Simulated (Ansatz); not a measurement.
# MgB2: energy against volume

MgB2 (AlB2 type, P6/mmm, 9.480 Å³/atom and stress up to 0.01 GPa in the relaxed cell, c along z) under hydrostatic pressure, with the cell free. PBEsol in Ansatz, a plane-wave DFT program (PAW, default set), 420 eV, 17×17×13 Γ-centred mesh, Fermi-Dirac smearing 0.05 eV; ions are relaxed, or left where forces stay under 0.02 eV/Å, within the symmetry of each cell.

Here V stands for volume and E for E less E0.

| volume (Å³/atom) | E less E0 (meV/atom) | pressure (GPa) |
|---|---|---|
| 9.6129 | 0.84 | -1.99 |
| 9.5450 | 0.20 | -0.99 |
| 9.4803 | 0.00 | -0.01 |
| 9.4226 | 0.15 | 0.89 |
| 9.3486 | 0.84 | 2.09 |
| 9.2084 | 3.70 | 4.48 |
| 8.9676 | 13.75 | 9.00 |
| 8.6866 | ? | ? |

Taking the third-order Birch-Murnaghan form, a cubic in V^(-2/3) for E over the 7 complete rows: With u = V^(-2/3) - 0.225, the rows have u = -0.003811, -0.002763, -0.001753, -0.000843, 0.000339, 0.002620, 0.006677. Least squares gives E = 0.587 + 679.09·u + 194855·u² - 195150·u³. Residuals (row less fit): 0.000, -0.002, 0.004, -0.003, 0.000, 0.000, 0.000; standard error 0.003 (degrees of freedom: 3). Its minimum lies at u = -0.001738, so V0 = (0.223262)^(-3/2) = 9.479. There d²E/du² = 391700 and d³E/du³ = -1171000, so B0 = (4/9) × 9.479^(-7/3) × 391700 × 0.160218 = 147 GPa (the last factor turns the table's units into GPa), and B0' = 4 + (2/3) × 0.223262 × (-1171000)/391700 = 3.6. B0' rests on the cubic coefficient alone and has a standard error of 0.1 from these residuals.

Problem. Predict the withheld E at V = 8.6866 from the fit, and compare with the calculation.

Solution. u = 0.011647, so E = 0.587 + 679.09 × 0.011647 + 194855 × 0.011647² - 195150 × 0.011647³ = 34.621 meV/atom. The calculation gives 34.66 meV/atom, 0.039 meV/atom above the prediction (0.1 % of the range of E in the table). The row lies outside the fitted rows, so this is an extrapolation. The scatter of the fitted rows lies at the last printed digit.

In a metal these values are sensitive to mesh and smearing; energies are taken to zero smearing, stresses follow the free energy. Other structures, which can take over under pressure, weren't tried. The same form fitted to the pressure column gives B0' = 3.7; series where the two differ by over 0.4 aren't shown. Rows are the converged runs of the series near zero and its far end, less any whose ions stayed unrelaxed beside relaxed ones; series whose fitted rows scatter by over a few per cent of the range, as at a crossing or softening among them, aren't shown in this form.
